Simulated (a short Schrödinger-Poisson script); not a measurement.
Structure: symmetric double-gate stack, SiO2 on p-type Ge(111), at 77 K.

| layer | material | thickness (nm) | Na (cm⁻³) |
|---|---|---|---|
| 1 | SiO2 | 3.6 | - |
| 2 | Ge | 3 | 3e15 |
| 3 | SiO2 | 3.6 | - |

The device is made up for the run: typed textbook-type constants, with dimensions and the other settings drawn at random. SiO2: permittivity 3.9, conduction-band edge (eV) 3.1, gap (eV) 9, electron mass (mₑ) 0.5. Ge: permittivity 16, conduction-band edge (eV) 0, gap (eV) 0.664, Nv at 300 K (cm⁻³) 6e18.

Channel valleys (confinement mass, in-plane density-of-states mass, number): L1 1.59, 0.08, 1; L3 0.09, 0.34, 3. At the gates, both at one voltage, the conduction-band edge of layer 1 lies 3.41 eV − eVg above the Fermi level of the channel. Gaps are held at their typed values at every temperature. Mesh 0.03 nm at interfaces.

Solved with a short Schrödinger-Poisson script written for these runs: 1D Poisson equation in equilibrium, electrons classical, Fermi-Dirac, parabolic valleys, classical holes, full ionisation, no traps, pinning or gate leakage.

The same stack at other levels of the model or other numerical settings:

| run | sheet density of all electrons at Vg = 2.55 V (cm⁻²) | sheet density of all electrons at Vg = 0.75 V (cm⁻²) | capacitance of both gates at Vg = 2.55 V (μF/cm²) | rough cost against the base |
|---|---|---|---|---|
| base | 2.46e13 | 4.64e12 | 1.79 | about 1 |
| electrons treated as classical, Boltzmann | 2.62e13 | 4.96e12 | 1.90 | 0.4 |
| electrons treated as quantum, Hartree | 2.32e13 | 3.69e12 | 1.81 | 10 |
| mesh six times as coarse | 2.45e13 | 4.61e12 | 1.79 | 0.6 |

The classical rows ignore confinement, and Boltzmann statistics overrate the density once the band edge passes the Fermi level.

Only the L valleys are kept; under strong confinement the Δ valleys of Ge fill too.
